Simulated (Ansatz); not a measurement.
Rutile MgH2 was calculated with LDA (Ansatz, an electronic-structure program, PAW).

Settings: plane-wave cutoff 520 eV, 8×8×12 k mesh (along the axes of the cell as run), Fermi–Dirac smearing 0.01 eV, scalar-relativistic PAW data made under PBE.

Shape and atoms are relaxed at each volume.

Pressure at four volumes; x = ln(V/9.717 Å³). One pressure is withheld.

```tsv
V (Å³/atom)	x	P (GPa)
9.329	-0.0407	?
9.523	-0.0202	1.11
9.717	0.0000	0.00
10.106	0.0393	-1.95
```

### Question
Pass a parabola P(x) through the three rows shown, estimate the bulk modulus and its pressure derivative near zero pressure, and predict the withheld pressure.

### Answer
Slopes between the rows: (0.00 − (1.11))/(0.0000 − (-0.0202)) = -54.95 and (-1.95 − (0.00))/(0.0393 − (0.0000)) = -49.62 GPa. Their difference over the span 0.0595 is c = 5.33/0.0595 = 89.6 GPa, so P(x) = 1.11 + (-54.95)(x − (-0.0202)) + 89.6 (x − (-0.0202))(x − (0.0000)). At the middle row B = −dP/dx = −[-54.95 + 89.6 × 0.0202] = 53.1 GPa, and B′ = dB/dP = 2c/B = 3.4. At x = -0.0407 the parabola gives 2.31 GPa; the run gives 2.32 GPa. The Birch–Murnaghan fit to the energies at all volumes has B0 = 53.1 GPa and B′ = 3.5.

Measured, for comparison: bulk modulus 49 ± 2 GPa (room temperature, no zero-point or thermal correction, measured on MgD2; as tabulated in abstract on rutile-type MgD2 by neutron diffraction to 9.3 GPa, listed at scite). Computed less measured: bulk modulus +8 % (against room or unstated temperature, where such soft solids are markedly softer).
